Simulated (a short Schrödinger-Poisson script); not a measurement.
Solved with a short Schrödinger-Poisson script written for these runs: one-band effective-mass equation with BenDaniel-Duke matching, electrons, heavy and light holes apart, hard walls at the outer ends, one valence edge for both holes (no strain splitting), no charge, excitons, band mixing or non-parabolicity; under a field the levels are quasi-bound states of a box, listed while three quarters of their weight lies within 4 nm of the wells.

Structure: single In0.4Ga0.6N/GaN quantum well.

From the first side: 12 nm GaN; 4 nm In0.4Ga0.6N, built-in field 5400 kV/cm; 12 nm GaN.

The device is made up for the run: typed textbook-type constants, with dimensions and the other settings drawn at random. In0.4Ga0.6N: direct gap (eV) 2.014, conduction-band edge (eV) 0, electron mass (mₑ) 0.148, heavy-hole mass 1.7, light-hole mass 0.3. GaN: direct gap (eV) 3.43, conduction-band edge (eV) 0.991, electron mass (mₑ) 0.2, heavy-hole mass 1.9, light-hole mass 0.33.

The valence-band edge of each layer lies one gap below its conduction-band edge. The electron's potential energy rises along the stack by the applied field and, inside the well alone, by the built-in field (unscreened; none in the barriers). Mesh 0.03 nm at interfaces.

Task: Give the squared e1-hh1 overlap at zero applied field; the e1-hh1 transition at zero applied field (eV); the shift of e1-hh1 at 255 kV/cm (meV).

Result: squared e1-hh1 overlap at zero applied field: 0.0001; e1-hh1 transition at zero applied field (eV): 0.800; shift of e1-hh1 at 255 kV/cm (meV): -84.2. Excitons, screening of the built-in field, fields in the barriers and alloy fluctuations are left out, and strain enters only through the typed gaps and offsets, so measured lines lie elsewhere.
